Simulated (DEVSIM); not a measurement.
System: illuminated Si p-on-n cell, one wavelength, at 300 K.

Layer 1 from the left is Si, thickness (μm) 0.360, Na (cm⁻³) 4.4e18, τn (s) 4.1e-6, τp (s) 0.0001, absorption coefficient (cm⁻¹) 19000. Layer 2 from the left is Si, thickness (μm) 34.0, Nd (cm⁻³) 6.5e15, τn (s) 0.00011, τp (s) 0.00011, absorption coefficient (cm⁻¹) 19000.

Left contact: ohmic, minority electron recombination velocity 20 cm/s. Right contact: ohmic, minority hole recombination velocity 4000 cm/s. Voltage is applied to the left contact. Recombination: SRH at mid-gap, radiative, Auger. Light enters at the left, 2e16 photons cm⁻² s⁻¹, one pass, no reflection. Mobility is μmin + (μ − μmin)/(1 + (N/Nref)^α).

This is a model device: material constants are rounded textbook-type values typed into the input, and sizes, dopings and lifetimes were drawn at random. Values at 300 K.

Si: gap (eV) 1.124, affinity (eV) 4.05, permittivity 11.7, Nc (cm⁻³) 2.86e19, Nv (cm⁻³) 3.1e19, μn (cm²/Vs) 1417, μp (cm²/Vs) 470, μn,min 52, μp,min 45, Nref,n 9.7e16, Nref,p 2.2e17, αn 0.68, αp 0.72, B (cm³/s) 4.7e-15, Cn (cm⁶/s) 2.8e-31, Cp (cm⁶/s) 9.9e-32.

Simulated with DEVSIM: 1D drift-diffusion, Boltzmann statistics, complete ionisation; no tunnelling, impact ionisation, image-force lowering or self-heating.

Dark forward current:

```tsv
|V| (V)	|J| (A/cm²)
0.05	7.978e-11
0.10	4.203e-10
0.15	2.258e-9
0.20	1.357e-8
0.25	8.790e-8
0.30	5.912e-7
0.35	4.041e-6
0.40	2.781e-5
0.45	0.0001919
0.50	0.001326
0.55	0.009148
0.60	0.06254
0.65	0.4059
0.70	2.248
0.75	9.947
0.80	36.45
0.85	117.4
0.90	348.9
0.95	990.3
1.00	2657
```

Question: Work out the local ideality factor n = ΔV / (kT/q · ln(J2/J1)) between the rows 0.15 and 0.20 V, 0.45 and 0.50 V, 0.95 and 1.00 V.

Answer: kT/q = 25.85 mV. From 0.15 to 0.20 V: ln(1.357e-8/2.258e-9) = 1.793, n = 1.08, near the 1 of diffusion or emission over a barrier. From 0.45 to 0.50 V: ln(0.001326/0.0001919) = 1.933, n = 1.00, near the 1 of diffusion or emission over a barrier. From 0.95 to 1.00 V: ln(2657/990.3) = 0.987, n = 1.96.

Question: What current could the absorbed light give at most, and what share is collected?

Answer: Σ αd = 65.3, so qΦ(1 − exp(−Σ αd)) = 3.20 mA/cm². The simulated short-circuit current is 3.195 mA/cm², a share of 1.00.

Question: Estimate the open-circuit voltage by superposition: the voltage at which the dark current equals that short-circuit current.

Answer: Interpolating ln J in the table gives 0.523 V. The simulation gives 0.523 V, the same within the digits that matter. Superposition holds where collection doesn't change with voltage.

Question: Estimate the fill factor from FF0 = (v − ln(v + 0.72))/(v + 1), v = qVoc/(nkT), with n from the dark curve.

Answer: The rows about Voc, 0.50 and 0.55 V, give n = 1.00, so v = 20.2 and FF0 = 0.809. The simulation gives 0.808, the same within the digits that matter.
